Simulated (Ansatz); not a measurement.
PBE against r2SCAN: CaF2, isotropic strain −5.15 %

Consider CaF$_{2}$ in the fluorite structure (space group Fm-3m, No. 225; a = 5.511 Å).

(Cell as relaxed with PBE.)

Levels (all Ansatz, a first-principles code, PAW): PBE (420 eV, without spin-orbit coupling); r2SCAN (500 eV, no SOC).

Each level relaxes its own structure.

| base | PBE | r2SCAN |
|---|---|---|
| volume per atom | 13.95 Å³ | 13.41 Å³ |
| lattice parameter a | 5.511 Å | 5.439 Å |
| band gap | 7.14 eV | 8.03 eV |

Modification: the cell is scaled by 0.9485 in all directions, atoms relaxed at fixed cell.

```tsv
quantity	PBE	r2SCAN
energy relative to the base (free energy F)	+97 meV/atom	[?]
smallest direct gap	8.40 eV	[?]
valley order (the lowest conduction-band minima on the path, energy above the VBM, named in the base's zone)	Γ 8.13 eV; X along ⟨100⟩ 8.49 eV	[?]
```

Question: Given the PBE results, estimate those of r2SCAN.

Answer: 
- energy relative to the base (free energy F), r2SCAN: +108 meV/atom
- smallest direct gap, r2SCAN: 9.23 eV
- valley order (the lowest conduction-band minima on the path, energy above the VBM, named in the base's zone), r2SCAN: Γ 9.04 eV; X along ⟨100⟩ 9.23 eV

PBE's energy relative to the base lies 11 meV/atom below r2SCAN's; PBE's smallest direct gap lies 0.824 eV below r2SCAN's; both order the valleys alike. Neither level is exact; r2SCAN is the comparison here, not a measurement.

Stability against distortions was not tested.
